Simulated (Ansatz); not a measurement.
Start from MgS in the rock salt structure (space group Fm-3m, No. 225).

```
MgS
1.0
    0.00000     2.56462     2.56462
    2.56462     0.00000     2.56462
    2.56462     2.56462     0.00000
Mg S
1 1
Direct
  0.00000   0.00000   0.00000
  0.50000   0.50000   0.50000
```

Cartesian axes are those of the cell as printed.

Method: LDA (Ansatz, a program for electronic structure), no spin-orbit coupling.

Before the change:

Smallest direct gap: 3.83 eV
Electron mass: 0.53 mₑ along k, 0.28 mₑ across (at X)

Perturbation: the cell is stretched by 0.50 % along z with no lateral relaxation, atoms relaxed at fixed cell.

Q: Predict the new smallest direct gap.

A: The smallest direct gap decreases by 0.06 eV to 3.77 eV.

Q: Predict the new electron mass.

A: The electron mass goes from 0.53 mₑ along k, 0.28 mₑ across (at X) to 0.53 mₑ along k, 0.29 mₑ across (at X).

Q: How does this affect the stress?

A: The stress (xx, yy, zz, yz, xz, xy; compression positive) is (-0.22, -0.22, -0.80, 0.00, 0.00, 0.00) GPa.

The cells carry an imposed strain or load. Masses are band curvatures over ±0.01 Å⁻¹ around the edge. Along k means along the line from Γ to the band edge. Stability against distortions was not tested.
